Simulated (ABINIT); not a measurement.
Band structure of Rb (Im-3m, 1 atom in the cell).

```
Rb
1.0
   -2.78262     2.78262     2.78262
    2.78262    -2.78262     2.78262
    2.78262     2.78262    -2.78262
Rb
1
Direct
  0.00000   0.00000   0.00000
```

Level of theory: PBE, PAW (JTH v2.0 PBE PAW) (plane waves; ABINIT).

Settings: pseudos = [Rb.GGA_PBE-JTH.xml]; ecut = 20 Ha; pawecutdg = 40 Ha; occopt = 7; tsmear = 0.272 eV; ngkpt = 11 11 11; nshiftk = 1; shiftk = 0 0 0; potentials = JTH v2.0 PBE PAW; kptopt = 1; nstep = 50; tolvrs1 = 1e-12; ndtset = 2.

The starting cell has typed, rounded lattice constants, without a prior relaxation at this level. Its lattice was rescaled by a random factor within 2.5 % of one.

These are the values that this program gave, and no reference: the one-centre exchange-correlation terms come from a truncated expansion.

Levels in eV from the Fermi level, bands 1 to 8:
```csv
point,1,2,3,4,5,6,7,8
Γ,-28.88,-12.92,-12.92,-12.92,-2.05,3.83,3.83,3.83
H,-28.88,-13.00,-13.00,-13.00,1.26,1.26,3.39,3.39
N,-28.88,-13.04,-12.96,-12.92,0.24,0.81,2.66,4.45
P,-28.88,-12.98,-12.98,-12.98,1.33,1.33,1.33,2.75
```

Bands cross the Fermi level along this path, so the cell is metallic at this level.
